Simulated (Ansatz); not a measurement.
## L1₂ (Cu3Au-type) YPd3

Calculation: PBEsol (Ansatz, an electronic-structure program, PAW).

Settings: plane-wave cutoff 500 eV, 14×14×14 k mesh, Fermi–Dirac smearing 0.1 eV, scalar-relativistic PAW data made under PBE.

Cell (relaxed at this level):

Space group Pm-3m (No. 221); a = 4.057 Å, b = 4.057 Å, c = 4.057 Å, α = 90.00°, β = 90.00°, γ = 90.00°

| atom | site | symmetry | x | y | z |
|---|---|---|---|---|---|
| Y | 1a | m-3m | 0.0000 | 0.0000 | 0.0000 |
| Pd | 3c | 4/mm.m | 0.0000 | 0.5000 | 0.5000 |

| Property | Value |
|---|---|
| band gap | zero (no gap) |

Spin–orbit coupling is not included.

Static lattice: no zero-point or thermal effects.

Cost on a shared machine: about 70 core-seconds (a rough figure).
